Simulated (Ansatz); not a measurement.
For TiO2 (C2/m, No. 12, 12 atoms in the cell; start mp-554278; a measured phase of this formula has another space group), LDA (Ansatz, a quantum-chemistry and plane-wave program, plane waves, PAW) gives:

- cohesive energy = 8.09 eV/atom
- band gap = 2.84 eV

Task: What does r²SCAN+rVV10 (Ansatz, PAW) give for the same quantities?

Result: 
- cohesive energy: 6.90 eV/atom (shrinks by 1.19 eV/atom)
- band gap: 3.22 eV (increases by 0.38 eV)

Changes are worked out from the printed values.

Unless a cell is named, each level is at its own relaxed cell (LDA 11.51, r²SCAN+rVV10 11.83 Å³/atom).

Density-functional gaps are differences of (generalised) Kohn–Sham levels.

Caveats: the relaxation could not lower the start's symmetry, so the cell can be a saddle point above a distorted one (LDA, r²SCAN+rVV10). Ansatz's density-functional and Hartree–Fock values are scalar-relativistic unless marked +SOC, with PAW data made under PBE.

A start named mp-… is a Materials Project structure, which need not be a measured phase.
